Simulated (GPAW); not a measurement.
**Converging the plane-wave cutoff: Rb (Im-3m, 1 atom in the cell)**

```xyz
1
Lattice="-2.8335 2.8335 2.8335 2.8335 -2.8335 2.8335 2.8335 2.8335 -2.8335" Properties=species:S:1:pos:R:3 pbc="T T T"
Rb     0.0000     0.0000     0.0000
```

Method of the run: LDA (Perdew-Wang 92), GPAW PAW datasets LDA (gpaw-data 1.0.1) (plane waves; GPAW).

Base settings: mode = pw; ecut = 600 eV; xc = LDA; kpts = 3 3 3; mesh shift (steps) = 0 0 0; occupations.name = fermi-dirac; occupations.width = 0.1 eV; nbands = -5; convergence.density = 1e-05 e/electron; symmetry.symmorphic = false.

The second cell is the first with its lattice scaled by 0.98.

The mesh stays at the base's, so the ladder's end is converged at best in this setting alone.

Only quantities that move along the ladder and can be compared are tabulated.

The count of work is k-points × plane waves × bands × iterations; it is no time. 

The starting cell has typed, rounded lattice constants, without a prior relaxation at this level. Its lattice was rescaled by up to half a per cent. Without a gap this mesh is coarse (it stands for a supercell whose shortest vector is 15 Å).

Steps (ecut): 210 eV; 240 eV; 270 eV; 300 eV; 330 eV; 360 eV; 420 eV; 480 eV; 540 eV; 600 eV; 660 eV; 720 eV; 810 eV; 900 eV; 1050 eV; 1200 eV; 1440 eV.

Problem. What is the coarsest ecut that holds the free energy within 1 meV/atom of the last step, with all finer ones?

Solution. 810 eV, at 0.42 of the last step's count of work; the step before is off by 1.7 meV/atom.

Problem. What is the coarsest ecut that holds the energy of the compressed cell less the first within 0.2 meV/atom of the last step, with all finer ones?

Solution. 300 eV, at 0.10 of the last step's count of work; the step before is off by 0.30 meV/atom.

Problem. What is the coarsest ecut that holds the pressure within 0.2 GPa of the last step, with all finer ones?

Solution. 270 eV, at 0.089 of the last step's count of work; the step before is off by 0.33 GPa.

| ecut | free energy less the last step's (meV/atom) | energy of the compressed cell less the first (meV/atom) | pressure (GPa) | count of work / last |
|---|---|---|---|---|
| 210 eV | 94.97 | -15.49 | -1.02 | 0.060 |
| 240 eV | 44.50 | -14.03 | -0.85 | 0.074 |
| 270 eV | 22.29 | -15.18 | -0.64 | 0.089 |
| 300 eV | 16.69 | -15.46 | -0.54 | 0.10 |
| 330 eV | 15.96 | -15.46 | -0.53 | 0.12 |
| 360 eV | 14.67 | -15.52 | -0.55 | 0.14 |
| 420 eV | 8.90 | -15.45 | -0.56 | 0.17 |
| 480 eV | 5.70 | -15.46 | -0.53 | 0.21 |
| 540 eV | 5.37 | -15.48 | -0.52 | 0.23 |
| 600 eV | 4.81 | -15.53 | -0.53 | 0.29 |
| 660 eV | 3.27 | -15.48 | -0.54 | 0.29 |
| 720 eV | 1.75 | -15.50 | -0.54 | 0.41 |
| 810 eV | 0.44 | -15.48 | -0.53 | 0.42 |
| 900 eV | 0.08 | -15.48 | -0.52 | 0.50 |
| 1050 eV | 0.00 | -15.48 | -0.52 | 0.67 |
| 1200 eV | 0.00 | -15.48 | -0.52 | 0.76 |
| 1440 eV | 0.00 | -15.48 | -0.52 | 1.0 |

The energy difference between the two cells stays within 1 meV/atom of the last step's from 270 eV on, the total only from 810 eV on: much of the error is common to both cells and cancels.

Two neighbours can agree and both be off: 300 eV and 330 eV differ by 0.73 meV/atom in the free energy, yet lie about 16 meV/atom from the last step.
